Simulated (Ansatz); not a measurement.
# Short convergence ladders for CaZrN2 (R3m, 4 atoms in the cell)

```
CaZrN2
1.0
    1.64881     0.95194     5.57866
   -1.64881     0.95194     5.57866
    0.00000    -1.90388     5.57866
Ca Zr N
1 1 2
Direct
  0.00299   0.00299   0.00299
  0.50000   0.50000   0.50000
  0.23812   0.23812   0.23812
  0.76188   0.76188   0.76188
```

Base method: LDA (PW92), default PAW files made with PBE (plane waves; Ansatz, a first-principles code).

Base settings: basis.ecutwfc = 420 eV; kpoints.mp_grid.grid = 9 9 9; hamiltonian.xc = lda; hamiltonian.pseudopotentials = {kind: paw} (the program's default PAW files); scf.occupations.method = fermi_dirac; scf.occupations.width = 0.02 eV.

The count of work is k-points × plane waves × bands × iterations; it is no time. 

**The cutoff for other potential files**

Level: DFT, LDA (PW92), plane waves, harder PAW files (source: ansatz) made with PBE.

In this ladder: hamiltonian.pseudopotentials = {kind: paw, source: ansatz}.

The second cell is the first with its lattice scaled by 0.98.

The mesh stays at the base's, so the ladder's end is converged at best in this setting alone.

The first pressure column holds Ansatz's estimate of the finite-basis (Pulay) stress, which hides part of the cutoff error; the other is without it.

Only quantities that move along the ladder and can be compared are tabulated.

| basis.ecutwfc | free energy less the last step's (meV/atom) | energy of the compressed cell less the first (meV/atom) | pressure (GPa) | pressure without the Pulay estimate (GPa) | largest difference of a force vector from the last step's (eV/Å) | count of work / last |
|---|---|---|---|---|---|---|
| 390 eV | 670.58 | 5.85 | -4.56 | -32.79 | 0.010 | 0.094 |
| 480 eV | 198.64 | -1.03 | -5.89 | -16.54 | 0.031 | 0.14 |
| 610 eV | 29.76 | -1.56 | -5.99 | -8.28 | 0.005 | 0.21 |
| 740 eV | 3.97 | -1.64 | -6.02 | -6.36 | 0.001 | 0.28 |
| 870 eV | 1.22 | -1.63 | -6.02 | -6.06 | 0.000 | 0.35 |
| 1045 eV | 0.71 | -1.63 | -6.02 | -6.05 | 0.000 | 0.46 |
| 1305 eV | 0.17 | -1.64 | -6.02 | -6.04 | 0.000 | 0.65 |
| 1740 eV | 0.00 | -1.64 | -6.02 | -6.03 | 0.000 | 1.0 |

Coarsest basis.ecutwfc that holds the free energy within 0.5 meV/atom of the last step, with all finer ones: 1305 eV; the step before is off by 0.71 meV/atom.

Coarsest basis.ecutwfc that holds the pressure within 0.2 GPa of the last step, with all finer ones: 480 eV, at 0.14 of the last step's count of work; the step before is off by 1.5 GPa.

Coarsest basis.ecutwfc that holds the pressure without the Pulay estimate within 0.2 GPa of the last step, with all finer ones: 870 eV, at 0.35 of the last step's count of work; the step before is off by 0.34 GPa.

The energy difference between the two cells stays within 1 meV/atom of the last step's from 480 eV on, the total only from 1045 eV on: much of the error is common to both cells and cancels.

At the lowest cutoff the pressure without the Pulay estimate lies 26.8 GPa under the last step's, the usual sign of Pulay stress in an incomplete plane-wave basis.

**The density cutoff**

The mesh stays at the base's, so the ladder's end is converged at best in this setting alone.

Only quantities that move along the ladder and can be compared are tabulated.

```csv
basis.ecutrho_ratio,pressure (GPa)
2,-5.99
3,-6.08
4,-6.08
5,-6.08
6,-6.08
8,-6.08
10,-6.08
12,-6.08
16,-6.08
```

Coarsest basis.ecutrho_ratio that holds the pressure within 0.05 GPa of the last step, with all finer ones: 3; the step before is off by 0.09 GPa.

**The relaxed cell against the cutoff**

On CaZrN₂ (R-3m, 4 atoms in the cell): atoms on their sites.

In this ladder: relax = cell and atoms.

The mesh stays at the base's, so the ladder's end is converged at best in this setting alone.

Only quantities that move along the ladder and can be compared are tabulated.

```tsv
basis.ecutwfc	relaxed volume (Å³/atom)	relaxation steps
210 eV	12.554	19
250 eV	12.759	16
295 eV	12.732	11
355 eV	12.678	10
420 eV	12.675	8
505 eV	12.676	6
630 eV	12.676	6
840 eV	12.676	6
```

Coarsest basis.ecutwfc that holds the relaxed volume within 0.063 Å³/atom of the last step, with all finer ones: 295 eV; the step before is off by 0.083 Å³/atom.

At the lowest cutoff the cell relaxes to a volume 1.0 % smaller than at the highest. Ansatz relaxes on a stress corrected for the finite basis.

On the base run: the starting cell comes from a database of computed structures (which also holds hypothetical and non-ambient phases and stackings), without a prior relaxation at this level. Its lattice was rescaled by up to half a per cent. One atom was moved a little off its site on purpose.

Keys are those of Ansatz 0.2.
